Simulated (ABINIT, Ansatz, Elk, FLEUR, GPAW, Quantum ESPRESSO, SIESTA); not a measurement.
**One structure in several programs: MnS (Fm-3m, 2 atoms in the cell)**

Self-consistent single point.

```
MnS
1.0
    0.00000     2.48025     2.48025
    2.48025     0.00000     2.48025
    2.48025     2.48025     0.00000
S Mn
1 1
Direct
  0.00000   0.00000   0.00000
  0.50000   0.50000   0.50000
```
Moments meant for the start (each program seeds them in its own way; μB, in the order of the atoms S Mn): 0.0 4.0.

All programs got the same cell, k-point mesh and kind of occupations, and the same starting moments (in Ansatz's words: kpoints.mp_grid.grid = 9 9 9; magnetization.spin_polarized = true; scf.occupations.method = gaussian; scf.occupations.width = 0.2 eV); potentials, basis and cutoffs are each program's usual ones.

| code | model | pressure (GPa) | size of the net moment (μB/atom) | k-points | cutoff |
|---|---|---|---|---|---|
| Elk | PBE, all-electron FP-LAPW, Elk's shipped species files, default APW+lo basis | – | 2.03 | 35 | rgkmax 7 |
| ABINIT | PBE, norm-conserving pseudopotentials (PseudoDojo nc-sr-05 PBE standard) | 6.49 | 2.14 | 35 | 48 Ha |
| GPAW | PBE, GPAW PAW datasets PBE (gpaw-data 1.0.1) | 4.44 | 2.05 | 35 | 800 eV |
| SIESTA | GGA PBE, numerical atomic orbitals TZP, PseudoDojo PBE standard norm-conserving potentials (rewritten from UPF to PSML) | 6.44 | 2.15 | 365 | grid 300 Ry |
| Quantum ESPRESSO | PBE, SSSP 1.1.2 efficiency (PBE) pseudopotentials | 4.72 | 2.09 | 35 | 50 Ry |
| Ansatz | PBE, default PAW files | 4.40 | 2.08 | 35 | 420 eV |
| FLEUR | PBE, all-electron FLAPW (FLEUR), scalar-relativistic valence | – | 2.08 | 35 | Kmax 4.6 1/bohr |

A dash marks a value that a program does not give, or that is left out as unsure.

The spread over the programs that give each value: pressure within 2.09 GPa; size of the net moment within 0.12 μB/atom.

The starting cell was generated: these elements placed on a structure prototype, without a prior relaxation; it need not be a known phase or ordering of this composition. Its lattice was rescaled by a random factor within 2.5 % of one. On Ansatz's run: With one magnetic atom in the cell only a parallel order is possible. In the base run, with a pressure of about 4 GPa the cell is away from its equilibrium volume at this level.

Problem. Why do the programs differ, and what cannot be compared?

Solution. Differences of this kind can come from the potentials, where these differ, and from what each basis and cutoff leave unconverged. The zero of total energies and Fermi levels follows the potentials and each program's conventions, so they are not compared here. SIESTA uses small atom-centred bases, whose incompleteness enters pressures, forces and empty levels differently from a plane-wave cutoff. Elk and FLEUR treat all electrons, but the usual bases taken here (sphere radii, linearisation, local orbitals, empty states) were not tested for convergence, so the values are no reference for the others. Ansatz's pressure is given at a fixed set of plane waves, as the other plane-wave codes print theirs; with its correction for the finite basis it is 4.44 GPa. Site moments depend on each program's spheres or projections; the total moment of the cell does not. The programs reduce the same mesh by symmetry to different extents, which changes the work and not the result. In the pressure, ABINIT (by 1.91) and SIESTA (by 1.86) lie more than 1 GPa from the median of the plane-wave programs.

Ansatz is a program for electronic structure.

Keys are those of Ansatz 0.2.
